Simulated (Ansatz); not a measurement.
## Pt, response to strain

Take Pt in the fcc (Cu type) structure (space group Fm-3m, No. 225; a = 3.940 Å) as the base. Axes: x, y, z lie along the cube axes.

Strains are applied to the cell and any free atomic positions relax; under biaxial strain the out-of-plane vector relaxes too.

All numbers come from plane-wave PAW DFT at the r2SCAN level (Ansatz, a first-principles code, 500 eV), spin-orbit coupling left out.

Notes on the quantities. energy relative to the base: free energy F; pressure: mean of the normal stresses, compression positive.

| change | energy relative to the base | space group | shortest interatomic distance | pressure |
|---|---|---|---|---|
| base | 0 meV/atom | Fm-3m (No. 225) | 2.786 Å | 0.0 GPa |
| biaxial strain −4.03 %, plane normal [001], relaxed out of plane | +45 meV/atom | I4/mmm (No. 139) | 2.674 Å | 8.6 GPa |
| biaxial strain −2.33 %, plane normal [001], relaxed out of plane | +14 meV/atom | I4/mmm (No. 139) | 2.721 Å | 4.4 GPa |
| biaxial strain −0.94 %, plane normal [110], relaxed out of plane | +2.0 meV/atom | Immm (No. 71) | 2.760 Å | 1.4 GPa |
| biaxial strain +1.15 %, plane normal [111], relaxed out of plane | +3.4 meV/atom | R-3m (No. 166) | 2.771 Å | -2.1 GPa |
| uniaxial strain ε_yy = +0.45 % | +0.3 meV/atom | I4/mmm (No. 139) | 2.786 Å | -1.2 GPa |

Without a gap, meshes like the base's 20×20×20 leave anisotropic stresses uncertain by several tenths of a GPa, and small strain energies with them. Whether these cells are dynamically stable was not tested. The final runs are not spin-polarised.
